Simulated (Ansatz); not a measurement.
## HfGe (model structure, started from the CsCl type, Pm-3m, No. 221, 2 atoms in the cell)

Method: PBE-D3(BJ) (Ansatz, a program for electronic structure, plane waves, PAW).

Run with plane-wave cutoff 500 eV, 12×12×12 k mesh, Fermi–Dirac smearing 0.05 eV, scalar-relativistic PAW data made under PBE.

Cell (relaxed at this level):

```
CELL_PARAMETERS angstrom
      3.31475     0.00000     0.00000
      0.00000     3.31475     0.00000
      0.00000     0.00000     3.31475
ATOMIC_POSITIONS crystal
  Hf 0.00000 0.00000 0.00000
  Ge 0.50000 0.50000 0.50000
```

| Quantity | Result |
|---|---|
| band gap | zero (no gap) |

Note: the relaxation could raise the start's symmetry but not lower it, so the cell can be a saddle point.

Spin–orbit coupling is not included.

The computed numbers hold no vibrational or temperature effects.

A model structure was made by putting elements into a prototype or built by hand; it is no filed structure, need not be a known phase, and can be a saddle point held by its symmetry.
